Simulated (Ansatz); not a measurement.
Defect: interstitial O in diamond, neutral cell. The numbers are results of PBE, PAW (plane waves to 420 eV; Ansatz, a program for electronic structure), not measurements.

Cell of 216 host sites held at the relaxed PBE lattice; the Γ point alone; Fermi-Dirac width 0.01 eV, spin-restricted; finite-size errors left in. Energies are static. The host's phase is taken as given; its stability against other phases was not computed. The charge state is imposed; whether it is stable for some Fermi level was not computed. Sites that were not tried may lie lower.

Barriers: single points on a 2×2×2 k-point mesh shifted by half a step at the bands' geometries (they differ from the bands' own by up to 0.08 eV, and are uncertain by about as much).

The step: a concerted move, in which O travels most. Atoms about the jump, Cartesian Å from the middle of the jump, before and after:

```csv
atom,x0,y0,z0,x1,y1,z1
O1,0.16,-0.29,0.44,-0.16,0.29,-0.44
C2,0.85,0.08,-0.56,0.85,-0.40,-0.08
C3,-0.53,-1.30,0.81,-0.20,-1.21,0.72
C4,-0.23,0.82,-1.32,-0.52,0.98,-1.45
C5,1.56,-1.02,-1.28,1.57,-1.12,-1.17
C6,-1.15,-0.15,-2.11,-1.27,-0.10,-2.21
C7,-1.25,-2.01,-0.28,-1.14,-1.95,-0.29
C8,1.65,0.87,0.49,1.61,0.67,0.67
C9,-1.15,1.61,-0.32,-1.32,1.78,-0.40
C10,-1.34,-0.24,1.61,-1.15,-0.18,1.48
C11,-2.07,-1.05,-1.19,-2.06,-1.02,-1.21
C12,-2.08,0.70,0.60,-2.09,0.76,0.55
C13,0.54,-2.06,1.56,0.64,-2.05,1.57
C14,0.63,1.70,-2.18,0.57,1.69,-2.17
C15,0.61,-1.92,-2.10,0.60,-1.94,-2.08
C16,0.63,1.64,1.44,0.61,1.59,1.46
C17,-0.28,-1.04,-3.00,-0.30,-1.02,-3.00
C18,-0.29,-2.84,-1.19,-0.28,-2.84,-1.20
C19,-0.27,2.52,0.57,-0.31,2.53,0.54
C20,-0.31,0.71,2.37,-0.28,0.72,2.36
C21,-2.97,-0.17,-0.31,-2.97,-0.14,-0.32
C22,2.44,-0.13,-2.15,2.39,-0.16,-2.08
C23,2.38,-1.92,-0.31,2.44,-2.00,-0.29
C24,2.49,1.73,-0.35,2.40,1.60,-0.30
C25,2.39,-0.14,1.43,2.46,-0.19,1.54
```

Task: Give the saddle-point geometry and the barrier.

Result: 
| atom | x | y | z |
|---|---|---|---|
| O1 | -0.06 | -0.16 | -0.31 |
| C2 | 1.21 | -0.17 | -0.31 |
| C3 | -0.55 | -1.12 | 0.65 |
| C4 | -0.55 | 0.80 | -1.27 |
| C5 | 1.70 | -1.10 | -1.25 |
| C6 | -1.28 | -0.15 | -2.15 |
| C7 | -1.28 | -2.00 | -0.30 |
| C8 | 1.70 | 0.78 | 0.62 |
| C9 | -1.28 | 1.68 | -0.32 |
| C10 | -1.28 | -0.17 | 1.52 |
| C11 | -2.14 | -1.06 | -1.22 |
| C12 | -2.14 | 0.74 | 0.59 |
| C13 | 0.59 | -1.89 | 1.42 |
| C14 | 0.59 | 1.57 | -2.05 |
| C15 | 0.63 | -1.92 | -2.07 |
| C16 | 0.63 | 1.60 | 1.44 |
| C17 | -0.29 | -1.04 | -2.98 |
| C18 | -0.29 | -2.82 | -1.19 |
| C19 | -0.29 | 2.50 | 0.56 |
| C20 | -0.29 | 0.72 | 2.35 |
| C21 | -3.01 | -0.16 | -0.31 |
| C22 | 2.48 | -0.18 | -2.15 |
| C23 | 2.48 | -2.00 | -0.33 |
| C24 | 2.48 | 1.68 | -0.29 |
| C25 | 2.48 | -0.14 | 1.52 |
It lies 3.01 eV above the start and 3.01 eV above the end. The check of the saddle point's order was inconclusive, and it lies on a symmetry element of the cell, where a band can be held.
